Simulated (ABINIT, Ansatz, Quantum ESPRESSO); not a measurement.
**One structure in several programs: Os (P6_3/mmc, 2 atoms in the cell)**

Self-consistent single point.

```
CELL_PARAMETERS angstrom
      1.36500    -2.36425     0.00000
      1.36500     2.36425     0.00000
      0.00000     0.00000     4.32000
ATOMIC_POSITIONS crystal
  Os 0.33333 0.66667 0.25000
  Os 0.66667 0.33333 0.75000
```

Shared settings, as Ansatz (a first-principles code) writes them: kpoints.mp_grid.grid = 11 11 6; magnetization.spin_orbit = true; scf.occupations.method = gaussian; scf.occupations.width = 0.01 Ry. Potentials and cutoffs stand in the table.

| code | model | pressure (GPa) | cutoff |
|---|---|---|---|
| Quantum ESPRESSO | PBE, spin-orbit coupling, PseudoDojo fully relativistic norm-conserving (PBE) pseudopotentials | 10.50 | 75 Ry |
| ABINIT | PBE, spin-orbit coupling, PAW (JTH v2.0 PBE PAW) | 10.20 | 20 Ha |
| Ansatz | PBE with spin-orbit coupling, default PAW files | 10.24 | 30.9 Ry |

The spread over the programs that give each value: pressure within 0.30 GPa.

Ansatz's pressure is given at a fixed set of plane waves, as the other plane-wave codes print theirs; with its correction for the finite basis it is 10.33 GPa.

The starting cell has typed, rounded lattice constants, without a prior relaxation at this level.

Left out of this page: Elk, FLEUR and SIESTA (not drawn, or without a comparable value).

Keys are those of Ansatz 0.2.
